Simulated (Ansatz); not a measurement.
## Au under a change: uniaxial strain ε_zz = +0.20 %

Base system: Au in the fcc (Cu type) structure (space group Fm-3m, No. 225; a = 4.1241 Å). Axes: x, y, z lie along the cube axes.

The change: the cell is stretched by 0.20 % along z with no lateral relaxation; the atoms relax in the strained cell.

Level of theory: plane-wave PAW DFT at the r2SCAN level (Ansatz, a program for electronic structure, 500 eV), without spin-orbit coupling. k-mesh 19×19×19 (Γ-centred); smearing 0.05 eV (Fermi–Dirac).

The volume per atom goes up by 0.035 Å³, from 17.54 Å³ to 17.57 Å³ and the space group becomes I4/mmm (No. 139) (base: Fm-3m (No. 225)). The shortest interatomic distance remains 2.916 Å and the energy is nearly the same. The pressure (mean of the normal stresses, compression positive) goes from zero to -0.3 GPa and the band gap remains zero. The stress (xx, yy, zz, yz, xz, xy; compression positive) amounts to (-0.3, -0.3, -0.3, 0.0, 0.0, 0.0) GPa (rough).

Final structure:

```
Au
1.0
    0.00000     2.06204     2.06616
    2.06204     0.00000     2.06616
    2.06204     2.06204     0.00000
Au
1
Cartesian
  0.00000   0.00000   0.00000
```

Without a gap, meshes like the base's 19×19×19 leave anisotropic stresses uncertain by several tenths of a GPa, and small strain energies with them. Whether these cells are dynamically stable was not tested.
